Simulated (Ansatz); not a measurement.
Consider PbS in the rock salt structure (space group Fm-3m, No. 225; a = 5.9747 Å). Axes: x, y, z lie along the cube axes.

The values are results of DFT with r2SCAN, PAW potentials and a 500 eV plane-wave cutoff in Ansatz (a program for electronic structure), spin-orbit coupling left out, not measurements.

Strains are applied to the cell and any free atomic positions relax.

One change was made to it. Results:

```json
[
 {"quantity": "band gap", "base": "0.69 eV", "after": "0.58 eV"},
 {"quantity": "smallest direct gap", "base": "0.69 eV", "after": "0.67 eV"}
]
```

Question: Name the change that was made.
(A) tensor shear ε_xy = +2.00 %
(B) tensor shear ε_xy = +0.29 %
(C) tensor shear ε_xy = +1.71 %
(D) tensor shear ε_xy = +1.14 %
(E) tensor shear ε_xy = +0.57 %

Answer: D, tensor shear ε_xy = +1.14 %. For comparison, the band gap in the other runs: tensor shear ε_xy = +0.29 % gives 0.66 eV; tensor shear ε_xy = +0.57 % gives 0.64 eV; tensor shear ε_xy = +2.00 % gives 0.49 eV; tensor shear ε_xy = +1.71 % gives 0.52 eV.

With Pb present, leaving out spin-orbit coupling can change the band edges. Whether these cells are dynamically stable was not tested.
